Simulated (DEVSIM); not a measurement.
System: abrupt Ge n-p junction, at 400 K.

```
layer (left to right)  material  thickness (μm)  Nd (cm⁻³)  Na (cm⁻³)  τn (s)  τp (s)
---------------------  --------  --------------  ---------  ---------  ------  ------
1                            Ge           0.120     5.2e16          -  2.2e-6  2.2e-6
2                            Ge            33.0          -     9.3e15  2.2e-6  2.2e-6
```

Left contact: ohmic. Right contact: ohmic. Voltage is applied to the left contact. Recombination: SRH at mid-gap, Auger. Mobility is constant in doping.

The device is made up for the run: typed textbook-type constants, with dimensions and the other settings drawn at random. Values at 300 K; Nc and Nv go as T^1.5, mobilities as T to minus their exponent, the gap by Varshni's rule with the affinity fixed.

```tsv
parameter	Ge
gap (eV)	0.664
affinity (eV)	4
permittivity	16
Nc (cm⁻³)	1.04e19
Nv (cm⁻³)	6e18
μn (cm²/Vs)	3900
μp (cm²/Vs)	1900
T exponent of μn	1.66
T exponent of μp	2.33
Cn (cm⁶/s)	1e-31
Cp (cm⁶/s)	1e-31
Varshni α (eV/K)	0.000477
Varshni β (K)	235
```

DEVSIM, 1D drift-diffusion, Boltzmann statistics, complete ionisation; no tunnelling, impact ionisation, image-force lowering or self-heating.

The doping Na of layer 2 was swept, all else fixed.

| doping Na of layer 2 (cm^-3) | potential step across the device at zero bias (V) | largest field in the device at zero bias (V/cm) |
|---|---|---|
| 2.8e14 | 0.127 | 12000 |
| 9.3e14 | 0.135 | 12000 |
| 2.8e15 | 0.154 | 13000 |
| 9.3e15 | 0.189 | 17000 |
| 2.8e16 | 0.227 | 26000 |
| 9.3e16 | 0.268 | 39000 |
| 2.8e17 | 0.306 | 51000 |

From the first row to the last the potential step across the device at zero bias goes from 0.127 to 0.306. From the first row to the last the largest field in the device at zero bias goes from 12000 to 51000.
